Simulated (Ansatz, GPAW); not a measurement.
# Code comparison for YCo4Si (P-6m2, 6 atoms in the cell)

Self-consistent single point.

```
YCo4Si
1.0
    5.07588     0.00000     0.00000
   -2.53794     4.39584     0.00000
    0.00000     0.00000     3.71864
Y Co Si
1 4 1
Direct
  0.66667   0.33333   0.00000
  0.33333   0.66667   0.00000
  0.66668   0.83334   0.50000
  0.16666   0.33332   0.50000
  0.16666   0.83334   0.50000
  0.00000   0.00000   0.00000
```
Moments meant for the start (each program seeds them in its own way; μB, in the order of the atoms Y Co Co Co Co Si): 0.0 3.0 3.0 3.0 3.0 0.0.

Shared settings, as Ansatz (a quantum-chemistry and plane-wave program) writes them: kpoints.mp_grid.grid = 3 3 3; scf.occupations.method = fermi_dirac; scf.occupations.width = 0.1 eV. Potentials and cutoffs stand in the table.

| code | model | pressure (GPa) | largest force (eV/Å) | size of the net moment (μB/atom) | cutoff |
|---|---|---|---|---|---|
| GPAW | LDA (Perdew-Wang 92), GPAW PAW datasets LDA (gpaw-data 1.0.1) | -13.20 | 0.283 | 0.48 | 800 eV |
| Ansatz | LDA (PW92), PAW files made with PBE | -13.79 | 0.283 | 0.48 | 420 eV |

On Ansatz's run: the magnetic order is the one reached from the typed start; others were not searched systematically.

The spread over the programs that give each value: pressure within 0.59 GPa; largest force within 0.000 eV/Å; size of the net moment within 0.00 μB/atom.

Ansatz's pressure is given at a fixed set of plane waves, as the other plane-wave codes print theirs; with its correction for the finite basis it is -13.74 GPa.

On the base mesh (5 5 6) the same programs gave: Ansatz pressure -13.08 GPa; GPAW pressure -12.45 GPa.

The values differ from the base mesh's, so the mesh still matters here: the table compares the programs at equal settings.

The starting cell comes from a database of computed structures (which also holds hypothetical and non-ambient phases and stackings), without a prior relaxation at this level.

Keys are those of Ansatz 0.2.
